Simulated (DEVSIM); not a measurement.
Structure: Schottky contact on n-type GaN, at 300 K.

Layer 1 from the left is GaN, thickness (μm) 16.0, Nd (cm⁻³) 7.3e16, τn (s) 8.2e-10, τp (s) 8.2e-10. Layer 2 from the left is GaN, thickness (μm) 5.50, Nd (cm⁻³) 1.1e18, τn (s) 8.2e-10, τp (s) 2.5e-10.

Left contact: Schottky, work function 5.29 eV, emission velocity 2.7e6 cm/s. Right contact: ohmic. Voltage is applied to the left contact. Recombination: SRH at mid-gap, radiative, Auger. Mobility is μmin + (μ − μmin)/(1 + (N/Nref)^α).

This is a model device: material constants are rounded textbook-type values typed into the input, and sizes, dopings and lifetimes were drawn at random. Values at 300 K.

GaN: gap (eV) 3.43, affinity (eV) 4.1, permittivity 9.5, Nc (cm⁻³) 2.3e18, Nv (cm⁻³) 4.6e19, μn (cm²/Vs) 1200, μp (cm²/Vs) 100, μn,min 55, μp,min 3, Nref,n 2e17, Nref,p 3e17, αn 1, αp 2, B (cm³/s) 1e-11, Cn (cm⁶/s) 1e-30, Cp (cm⁶/s) 1e-30.

Simulated with DEVSIM: 1D drift-diffusion, Boltzmann statistics, complete ionisation; no tunnelling, impact ionisation, image-force lowering or self-heating. Metal contacts follow the ideal Schottky-Mott rule: no Fermi-level pinning, no interface dipoles.

Problem. What does the simulation give for the potential step across the device at zero bias, the dark forward voltage at 100 A/cm², the dark forward voltage at 1 A/cm²?

Solution. potential step across the device at zero bias 1.171 V; dark forward voltage at 100 A/cm² 0.973 V; dark forward voltage at 1 A/cm² 0.834 V.
